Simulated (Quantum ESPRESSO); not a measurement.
Quantum ESPRESSO 7.5, DFT, PBE, plane waves, PseudoDojo 0.5 standard norm-conserving PBE (local tails restored to the Coulomb form): unreconstructed Ge(100) slab of 9 layers, 1x1 (Ge9), unrelaxed, 9 atoms. Basis and mesh were picked for this test and aren't claimed converged.

```
Quantity                                             Value
------------------------  --------------------------------
cell                      4.00, 4.00, 25.32 Å; 90, 90, 90°
task                                                   scf
k mesh                                               4×4×1
ecutwfc                                              78 Ry
ecutrho                                             312 Ry
occupations                                       smearing
smearing                                                mv
degauss                                            0.02 Ry
conv_thr                                          9e-09 Ry
tprnfor                                               true
tstress                                              false
diagonalization                            david (default)
mixing_mode                                plain (default)
mixing_beta                                  0.7 (default)
mixing_ndim                                    8 (default)
k-points computed                                        6
bands                                                   76
electrons                                              126
G-vectors of the density                            254437
FFT grid                                         48×48×270
symmetry operations                                      8
```

It runs on a single node (AMD EPYC (Zen 5), 96 cores on 1 socket, no SMT, 12 L3 cache groups).

Wall times, medians of two to five repeats, each run alone on the node (launch to exit). Unless noted, each process is bound to its own block of adjacent cores. The build: conda-forge: Open MPI 5.0, OpenMP, OpenBLAS 0.3.34 (pthreads), FFTW, ScaLAPACK, ELPA; another build can shift the numbers. Scratch files lie in a memory file system.

Measured:

| cores | layout | wall time |
|---|---|---|
| 2 | 2 ranks, -nk 2 | 67.9 s |
| 4 | 4 ranks, -nk 2 | 35.4 s |
| 8 | 8 ranks, -nk 2 | 20.9 s |
| 16 | 16 ranks, -nk 2 | 11.3 s |
| 24 | 24 ranks, -nk 6 | 8.75 s |
| 48 | 48 ranks, -nk 6 | 5.74 s |
| 64 | 64 ranks, -nk 2 | 5.78 s |

**Question.** Take a serial part s and a parallel part w, T = s + w/p on p cores. What does the fit give for 32 ranks, -nk 2 and for 96 ranks, -nk 6, and what is measured?

**Answer.** A fit of relative deviations gives s = 3.38 s and w = 130 core-seconds; it misses the rows shown by at most 7 %.

```tsv
cores	layout	fit	measured	measured against fit
32	32 ranks, -nk 2	7.45 s	7.80 s	+5 %
96	96 ranks, -nk 6	4.74 s	5.87 s	+24 %
```

Efficiency, counted from 2 cores, is near one half at 48 cores. The shortest time, 5.7 s, comes at 48 cores (64, 96: level within 8 % or the scatter of repeats). The share that grows most is that of start and exit outside the program's clock: from 0.77 % of the time on 2 cores to 14 % on 96. The largest part on 96 cores, the rest of the band solver (c_bands and wfcinit less FFTs, projectors and diagonalisation: overlaps, rotations, waiting), takes 18 s on 2 and 1.7 s there.
